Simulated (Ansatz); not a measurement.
# KTaO3, pressure series

Base system: KTaO3 in the cubic perovskite structure (space group Pm-3m, No. 221; a = 4.0232 Å).

Cell and atoms are relaxed at each pressure.

Level of theory: Kohn–Sham DFT with the PBE functional, run in Ansatz (a quantum-chemistry and plane-wave program) with PAW and 420 eV plane waves, without spin-orbit coupling, earlier PAW set.

```json
[
 {"pressure (GPa)": "-1", "volume per atom (Å³/atom)": "13.093"},
 {"pressure (GPa)": "0", "volume per atom (Å³/atom)": "13.024"},
 {"pressure (GPa)": "1.8", "volume per atom (Å³/atom)": "12.903"},
 {"pressure (GPa)": "4.2", "volume per atom (Å³/atom)": "12.751"},
 {"pressure (GPa)": "9", "volume per atom (Å³/atom)": "12.473"},
 {"pressure (GPa)": "18", "volume per atom (Å³/atom)": "?"},
 {"pressure (GPa)": "30", "volume per atom (Å³/atom)": "11.537"},
 {"pressure (GPa)": "45", "volume per atom (Å³/atom)": "11.041"},
 {"pressure (GPa)": "60", "volume per atom (Å³/atom)": "10.634"}
]
```

Question: Fit the third-order Birch–Murnaghan form P(V) = (3B₀/2)[(V₀/V)^(7/3) − (V₀/V)^(5/3)]·[1 + (3/4)(B₀′ − 4)((V₀/V)^(2/3) − 1)] (squares taken in P) to the rows shown and predict the withheld row.

Answer: Least squares on the printed values gives V₀ = 13.023 Å³/atom, B₀ = 190 GPa, B₀′ = 4.4; this predicts 12.026 Å³/atom, and the run gives 12.026 Å³/atom, in agreement.

Measured bulk modulus of KTaO3: 220 GPa (temperature not stated; as listed in S. Tinte et al., Phys. Rev. B (1998)); the computed value is for a static lattice, so the two differ by thermal effects too.

Load acts through the strain it causes; cell and atoms are relaxed under it. Stability against distortions was not tested. Competing high-pressure phases were not computed.
